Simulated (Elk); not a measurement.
A self-consistent single point of PbO2 (P4_2/mnm, 6 atoms in the cell) with Elk.

Method of the run: PBEsol, all-electron FP-LAPW, Elk's shipped species files, default APW+lo basis in Elk.

```
CELL_PARAMETERS angstrom
      5.06289     0.00000     0.00000
      0.00000     5.06289     0.00000
      0.00000     0.00000     3.45536
ATOMIC_POSITIONS crystal
  Pb 0.00000 0.00000 0.00000
  Pb 0.50000 0.50000 0.50000
  O  0.30743 0.30743 0.00000
  O  0.69257 0.69257 0.00000
  O  0.19257 0.80743 0.50000
  O  0.80743 0.19257 0.50000
```

Reference input (self-consistent single point, DFT, PBE, all-electron FP-LAPW, Elk's shipped species files, default APW+lo basis): xctype = 20; rgkmax = 7; stype = 0; swidth = 0.00734986 Ha; ngridk = 5 5 7; rmtscf = 0.85. This run's input differs from it in these lines:

```diff
@@ -4,3 +4,3 @@
 xctype
-  20
+  22
```

The program printed (abridged):

```
│ Self-consistent loop started │
│ Loop number : 1 │
 total energy                :     -42137.2034034
│ Loop number : 2 │
 total energy                :     -42137.9265039
RMS change in Kohn-Sham potential (target) :    1.487124600     (  0.1000000000E-05)
Absolute change in total energy (target)   :   0.7231004985     (  0.1000000000E-03)
│ Loop number : 3 │
 total energy                :     -42136.7115835
RMS change in Kohn-Sham potential (target) :    1.398901576     (  0.1000000000E-05)
Absolute change in total energy (target)   :    1.034145308     (  0.1000000000E-03)
│ Loop number : 4 │
   [... lines left out ...]
Absolute change in total energy (target)   :   0.9496926650E-03 (  0.1000000000E-03)
│ Loop number : 14 │
 total energy                :     -42146.2405239
RMS change in Kohn-Sham potential (target) :   0.7421714616E-06 (  0.1000000000E-05)
Absolute change in total energy (target)   :   0.1333444670E-03 (  0.1000000000E-03)
│ Loop number : 15 │
 total energy                :     -42146.2404505
RMS change in Kohn-Sham potential (target) :   0.1154606130E-06 (  0.1000000000E-05)
Absolute change in total energy (target)   :   0.4013711441E-04 (  0.1000000000E-03)
Convergence targets achieved

│ Loop number : 16 │

Energies :
 Fermi                       :     0.150902590540
 total energy                :     -42146.2404492

Density of states at Fermi energy :    16.02899876
 (states/Hartree/unit cell)

Estimated indirect band gap :   0.3999684807E-02
 from k-point      7 to k-point      2
Estimated direct band gap   :   0.5650795875E-02
 at k-point      2

Charges :
 core                        :    144.0000000
 valence                     :    52.00000000
 interstitial                :    10.17891210
 muffin-tins (core leakage)
  species :    1 (Pb)
   atom    1                 :    79.22304618     (  0.8619236841E-02)
   atom    2                 :    79.22304618     (  0.8619236841E-02)
  species :    2 (O)
   atom    1                 :    6.843748883     (  0.2543806128E-06)
   atom    2                 :    6.843748883     (  0.2543806128E-06)
   atom    3                 :    6.843748883     (  0.2543806128E-06)
   atom    4                 :    6.843748883     (  0.2543806128E-06)
 total in muffin-tins        :    185.8210879
 total calculated charge     :    195.9936602
 total charge                :    196.0000000
 error                       :   0.6339800815E-02

│ Self-consistent loop stopped │
```

The run converged in 16 iterations. The count includes the last loop, which Elk runs after its targets are met. 

The starting cell comes from a database of computed structures (which also holds hypothetical and non-ambient phases and stackings), without a prior relaxation at this level. Its lattice was rescaled by a random factor within 2.5 % of one. Spin-orbit coupling is off. Values depend on the basis (sphere radii, cutoffs, local orbitals), which need not be converged. The run gives no clean gap (levels at the Fermi energy touch, overlap or are partly filled at this smearing), which alone does not show that the compound is a metal. The log's line on a gap gives a spacing of levels on this mesh, which the program prints for metals too.

Cost on one core of a shared machine: roughly 2 min.
